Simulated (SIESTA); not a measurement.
Input and output of a self-consistent single point for Nb (Im-3m, 1 atom in the cell) (SIESTA).

Method: SIESTA with GGA PBEsol, numerical atomic orbitals DZP, PseudoDojo PBEsol standard norm-conserving potentials (rewritten from UPF to PSML).

```
Nb
1.0
   -1.63400     1.63400     1.63400
    1.63400    -1.63400     1.63400
    1.63400     1.63400    -1.63400
Nb
1
Direct
  0.00000   0.00000   0.00000
```

Reference input (self-consistent single point, DFT, GGA PBE, numerical atomic orbitals DZP, PseudoDojo PBE standard norm-conserving potentials (rewritten from UPF to PSML)): XC.functional = GGA; XC.authors = PBE; potentials = PseudoDojo PBE standard; PAO.BasisSize = DZP; PAO.EnergyShift = 0.01 Ry; MeshCutoff = 400 Ry; kgrid.MonkhorstPack = 11 11 11; OccupationFunction = MP; OccupationMPOrder = 0; ElectronicTemperature = 50 meV; MaxSCFIterations = 150; SCF.Mixer.Method = Pulay. This run's input differs from it in these lines:

```diff
@@ -1,2 +1,2 @@
-# files in the folder: Nb.psml (PseudoDojo PBE standard)
+# files in the folder: Nb.psml (PseudoDojo PBEsol standard)
 SystemName  Nb
@@ -21,3 +21,3 @@
 XC.functional                GGA
-XC.authors                   PBE
+XC.authors                   PBEsol
 PAO.BasisSize                DZP
```

Output (repeated stretches shortened):

```
        iscf     Eharris(eV)        E_KS(eV)     FreeEng(eV)     dDmax    Ef(eV) dHmax(eV)
   scf:    1    -1686.633200    -1692.390440    -1692.390676  0.539945 -3.343154  5.459709
   scf:    2    -1693.424559    -1692.934820    -1692.936931  0.187221 -3.733259  3.249867
   scf:    3    -1693.407535    -1693.239901    -1693.242623  0.219498 -4.370219  0.109123
   scf:    4    -1693.238407    -1693.239663    -1693.242684  0.016947 -4.341547  0.153982
   scf:    5    -1693.240912    -1693.240407    -1693.243288  0.006804 -4.376542  0.001753
   scf:    6    -1693.240404    -1693.240406    -1693.243287  0.000089 -4.375889  0.003760
   scf:    7    -1693.240414    -1693.240410    -1693.243288  0.000208 -4.376816  0.000077
mix: Pulay -- inversion failed, > SVD [rank/size] 3 / 6
   scf:    8    -1693.240410    -1693.240410    -1693.243288  0.000001 -4.376824  0.000101
SCF Convergence by DM+H criterion
max |DM_out - DM_in|         :     0.0000011228
max |H_out - H_in|      (eV) :     0.0001011593
SCF cycle converged after 8 iterations

Using DM_out to compute the final energy and forces

siesta: E_KS(eV) =            -1693.2404

siesta: E_KS - E_eggbox =     -1693.2404

siesta: Atomic forces (eV/Ang):
     1    0.000000   -0.000000    0.000000
   Tot    0.000000   -0.000000    0.000000
   Max    0.000000
   Res    0.000000    sqrt( Sum f_i^2 / 3N )
   Max    0.000000    constrained

Stress tensor Voigt[x,y,z,yz,xz,xy] (kbar):        2.39        2.39        2.39        0.02        0.02        0.02
(Free)E + p*V (eV/cell)    -1693.2693
Target enthalpy (eV/cell)    -1693.2433

siesta: Program's energy decomposition (eV):
siesta: FreeEng =     -1693.243288

siesta: Stress tensor (static) (eV/Ang**3):
siesta:     0.001492    0.000010    0.000010
siesta:     0.000010    0.001492    0.000010
siesta:     0.000010    0.000010    0.001492

siesta: Cell volume =         17.450672 Ang**3

siesta: Pressure (static):
siesta:                Solid            Molecule  Units
siesta:          -0.00001625         -0.00001625  Ry/Bohr**3
siesta:          -0.00149211         -0.00149211  eV/Ang**3
siesta:          -2.39062424         -2.39062424  kBar
```

The run converged in 8 iterations. Against the reference run the pressure goes from 6.06 to -0.24 GPa.

The starting cell has typed, rounded lattice constants, without a prior relaxation at this level. Its lattice was rescaled by a random factor within 2.5 % of one. Spin polarisation is off. Values carry the incompleteness of an atom-centred basis.
